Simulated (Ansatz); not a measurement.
Base system: Na in the bcc (W type) structure (space group Im-3m, No. 229; a = 4.197 Å).

Structures relaxed with PBE (Ansatz, a first-principles code; PAW; 420 eV plane waves; spin-orbit coupling left out), earlier PAW set.

Base:

Simulated powder pattern, Cu Kα, λ = 1.54184 Å (kinematic, ideal powder, no thermal factors, no anomalous dispersion; the 8 strongest lines at most, above 2 %, up to 2θ = 90°):

```
2θ (°)  I/Imax (%)    hkl
------  ----------  -----
30.11          100  (110)
43.11           18  (200)
53.48           36  (211)
62.61           10  (220)
71.03           13  (310)
79.04          3.0  (222)
86.84           14  (321)
```

After one change:

Simulated powder pattern, Cu Kα, λ = 1.54184 Å (kinematic, ideal powder, no thermal factors, no anomalous dispersion; the 8 strongest lines at most, above 2 %, up to 2θ = 90°):

| 2θ (°) | I/Imax (%) |
|---|---|
| 37.17 | 100 |
| 53.58 | 16 |
| 67.01 | 29 |
| 79.20 | 8.0 |

### Question
Name the change that was made.
(A) pressure 15 GPa
(B) pressure 2.1 GPa
(C) pressure −1 GPa
(D) pressure 22.5 GPa

### Answer
A, pressure 15 GPa. Its volume per atom is 20.01 Å³ against 36.96 Å³, and its space group is Im-3m (No. 229).

Load acts through the strain it causes; cell and atoms are relaxed under it. Stability against distortions was not tested. No other phases were tried under pressure.
